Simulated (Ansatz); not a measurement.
**A computed series for GaSb: response to strain**

Start from GaSb in the zinc blende structure (space group F-43m, No. 216).

```yaml
crystal:
  lattice:
    - [0.00000, 3.06618, 3.06618]
    - [3.06618, 0.00000, 3.06618]
    - [3.06618, 3.06618, 0.00000]
  atoms:
    - { symbol: Ga, position: [0.00000, 0.00000, 0.00000] }
    - { symbol: Sb, position: [0.25000, 0.25000, 0.25000] }
```

Cartesian axes are those of the cell as printed.

Strains are applied to the cell and any free atomic positions relax.

Computed with plane-wave PAW DFT at the r2SCAN level (Ansatz, a program for electronic structure, 500 eV), spin-orbit coupling left out.

Candidates:
(a) tensor shear ε_xy = +1.14 %
(b) tensor shear ε_xy = +1.43 %
(c) tensor shear ε_xy = +1.71 %

Base values:

The band gap is 0.41 eV.

### Question
Order them by band gap, highest first.

### Answer
(a) tensor shear ε_xy = +1.14 % (0.32 eV), (b) tensor shear ε_xy = +1.43 % (0.29 eV), (c) tensor shear ε_xy = +1.71 % (0.26 eV)

With Sb present, leaving out spin-orbit coupling can change the band edges. Stability against distortions was not tested. A zero or small gap of GaSb under tensor shear ε_xy = +1.43 % and GaSb under tensor shear ε_xy = +1.71 % can be the functional's error rather than a property of the material.
